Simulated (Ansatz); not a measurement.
Alloy series in GaAs

Base system: GaAs in the zinc blende structure (space group F-43m, No. 216).

```
GaAs
1.0
    0.00000     2.87304     2.87304
    2.87304     0.00000     2.87304
    2.87304     2.87304     0.00000
As Ga
1 1
Direct
  0.75000   0.75000   0.75000
  0.00000   0.00000   0.00000
```

The other end (x = 1) is GaN in the zinc blende structure (space group F-43m, No. 216): 11.77 Å³/atom, gap 1.54 eV; this end may not be an ambient phase.

N replaces a fraction x of As; each row is one arrangement (x, atoms in the cell, starting space group or random), fully relaxed.

Calculations: PBE (Ansatz, a program for electronic structure), spin-orbit coupling left out, earlier PAW set.

Candidates:
(a) x(N) = 0.25, 8 atoms, Pmm2
(b) x(N) = 0.25, 8 atoms, P-4m2
(c) x(N) = 0.75, 8 atoms, P-43m

Notes on the quantities. mixing energy: to 0.01 eV only: unlike meshes or grids.

Question: Order them by mixing energy, lowest first.

Answer: (a) x(N) = 0.25, 8 atoms, Pmm2 (+0.16 eV/atom), (b) x(N) = 0.25, 8 atoms, P-4m2 (+0.20 eV/atom), (c) x(N) = 0.75, 8 atoms, P-43m (+0.28 eV/atom)

These are small ordered cells, not random alloys; other orderings at the same x differ. Whether these cells are dynamically stable was not tested. The final runs are not spin-polarised. This is not the structure that GaN has at room temperature and ambient pressure. The zero or small gap of Ga4As3N, GaAs and Ga4AsN3 can change with the level of theory.
